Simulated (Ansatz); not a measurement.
# Worked example: self-consistent single point of BaTe (Fm-3m, 2 atoms in the cell) in Ansatz

Method of the run: LDA (PW92), default PAW files made with PBE (plane waves; Ansatz, an electronic-structure program).

Input as run:

Ansatz 0.2 input:
```yaml
crystal:
  lattice:
    - [0.000000, 3.482500, 3.482500]
    - [3.482500, 0.000000, 3.482500]
    - [3.482500, 3.482500, 0.000000]
  atoms:
    - { symbol: Ba, position_ang: [0.000000, 0.000000, 0.000000] }
    - { symbol: Te, position_ang: [3.482500, 3.482500, 3.482500] }
basis:
  ecutwfc: 420.0
kpoints:
  mp_grid: { grid: [6, 6, 6] }
hamiltonian:
  xc: lda
  pseudopotentials: { kind: paw }
scf:
  occupations: { method: fermi_dirac, width: 0.05 }
output:
  forces: true
  eigenvalues: true
  stress: true
```

The program printed (abridged):

```
WARN ansatz: RAYON_NUM_THREADS=1 ignored (pool sized by the plan → 1); use --threads N
Pseudopotentials: kind: paw
Pseudopotential: Ba, paw, valence charge 10
Pseudopotential: Te, paw, valence charge 16
Crystal: 2 atoms, lattice volume = 84.470 Å³
Basis set: ecut = 420 eV, 1639 PW (Γ)
Bands: 17, of which v1, the nominal top of the filled ones, is band 13 counted from 1 (12 counted from 0)
Symmetry: 48 space group operations
Space group: Fm-3m (ITA 225), of the structure as read, at distance tolerance 4.4e-5 Å
k-points: 16 of 216
PAW frozen core: Ba, regenerated for the run's functional, and the local potential with it
PAW frozen core: Te, regenerated for the run's functional, and the local potential with it
Initial density: superposition of atomic densities (neutral atoms: chi_scale 0, normalization atom), corrected by the library's trained network
Initial wavefunctions: pseudopotential atomic-orbital guess
Eigensolver: davidson
Functional: x = slater, c = lda
SCF iter   1: F=—  HF=-12610.394309 eV  |F-HF|=—  |Δ(HF+E_count)|=         —  Δρ=3.71e-3  dr2=6.91e-3  ethr=1.77e-3  ⟨swp⟩=9.1  Hψ=1773  notcnv=0
all-band conjugate gradients solve this SCF's bands
preconditioner: auto → none
SCF iter   2: F=—  HF=-12610.392176 eV  |F-HF|=—  |Δ(HF+E_count)|=   2.13e-3  Δρ=1.71e-3  dr2=1.08e-3  ethr=2.66e-5  ⟨swp⟩=2.8  Hψ=656  notcnv=0
SCF iter   3: F=—  HF=-12610.392149 eV  |F-HF|=—  |Δ(HF+E_count)|=   2.68e-5  Δρ=5.49e-4  dr2=1.93e-4  ethr=4.14e-6  ⟨swp⟩=2.0  Hψ=320  notcnv=0
SCF iter   4: F=—  HF=-12610.392127 eV  |F-HF|=—  |Δ(HF+E_count)|=   2.17e-5  Δρ=4.37e-5  dr2=1.51e-6  ethr=7.43e-7  ⟨swp⟩=2.6  Hψ=420  notcnv=0
SCF iter   5: F=—  HF=-12610.392126 eV  |F-HF|=—  |Δ(HF+E_count)|=   1.57e-6  Δρ=5.61e-6  dr2=4.13e-8  ethr=5.80e-9  ⟨swp⟩=2.0  Hψ=480  notcnv=0
SCF iter   6: F=-12610.392126 eV  HF=-12610.392126 eV  |F-HF|=2.71e-10  |Δ(HF+E_count)|=   8.37e-9  Δρ=1.30e-6  dr2=8.51e-10  ethr=1.59e-10  ⟨swp⟩=3.8  Hψ=1369  notcnv=0
SCF 1 converged in 6 iterations: F = -12610.392126 eV  dr2 = 8.51e-10
SCF converged after 6 iterations
Free energy (F): -12610.392126 eV
Harris-Foulkes:  -12610.392126 eV  (|F-HF|=2.71e-10)
Internal energy: -12610.392126 eV  (E = F + TS)
E sigma→0 (E₀):  -12610.392126 eV
Entropy (-TS):   -0.000000 eV (-0.000 meV/atom)
Fermi energy:    7.003520 eV
--- Per-component energies (eV) ---
  E_band       = -336.512520
  E_kinetic    = 350.938697
  E_local      = -1841.866090  (includes V_loc(G=0)·N_el)
  E_nonlocal   = -244.314820
  E_hartree    = 1031.340785
  E_xc         = -291.367980
  E_vxc        = -241.560556  (∫ρ·V_xc dr)
  E_paw        = -9568.372039  (= ΣΔE_a)
  E_vpaw       = -422.391269  (= ΣTr[D̂ρ^β])
  E_aug_tail   = -0.000169  (compensation charges beyond the density's cutoff)
  E_ewald      = -2047.711686
  E_core_change = 0.961177  (= ΣΔE_core)
  E_smearing   = -0.000000  (= −TS)
  E_closure    = 0.000000  (closes the sum)
  Σ components = -12610.392126   (vs F -12610.392126, Δ=0.00e0)
--- Forces (eV/Å), atoms counted from 1 ---
  atom   1  Ba     0.00000000     0.00000000     0.00000000
  atom   2  Te     0.00000000     0.00000000     0.00000000
  max |Σ_I F_I| component: 4.23e-29 eV/Å
--- Stress (GPa, compression-positive) ---
       -1.372286       0.000000       0.000000
        0.000000      -1.372286      -0.000000
        0.000000       0.000000      -1.372286
  P = ⅓ Tr σ = -1.3723 GPa (-13.723 kbar)
  The stress holds the Pulay correction. Without it, at fixed plane waves, as pw.x and ABINIT print it: P = -1.3861 GPa
--- Band table (eV; the first three rows and the last of 16) ---
  k-point 0: bands = ["-28.5831", "-28.5831", "-28.5732", "-28.5732", "-28.5732", "-20.6263", "-5.7240", "-5.7240", "-5.7240", "-3.3488", "6.2755", "6.2755", "6.2755", "9.0704", "9.1736", "9.1736", "9.1736"]
  k-point 1: bands = ["-28.5831", "-28.5831", "-28.5731", "-28.5731", "-28.5731", "-20.6227", "-5.8648", "-5.7269", "-5.7269", "-3.1359", "5.4574", "5.9069", "5.9069", "9.1797", "9.5055", "9.5055", "10.1904"]
  k-point 2: bands = ["-28.5831", "-28.5831", "-28.5731", "-28.5730", "-28.5730", "-20.6154", "-6.0994", "-5.7328", "-5.7328", "-2.7452", "4.4221", "5.3777", "5.3777", "9.5801", "10.3650", "10.3650", "11.6169"]
  k-point 15: bands = ["-28.5834", "-28.5830", "-28.5731", "-28.5730", "-28.5729", "-20.6063", "-5.9207", "-5.8784", "-5.8512", "-2.9714", "5.1991", "5.2569", "5.5534", "8.7586", "10.7406", "10.9986", "11.6105"]
```

The run converged in 6 iterations.

The starting cell has typed, rounded lattice constants, without a prior relaxation at this level. Its lattice was rescaled by up to half a per cent. Spin-orbit coupling is off. Ansatz's pressure includes its estimate of the finite-basis (Pulay) stress.
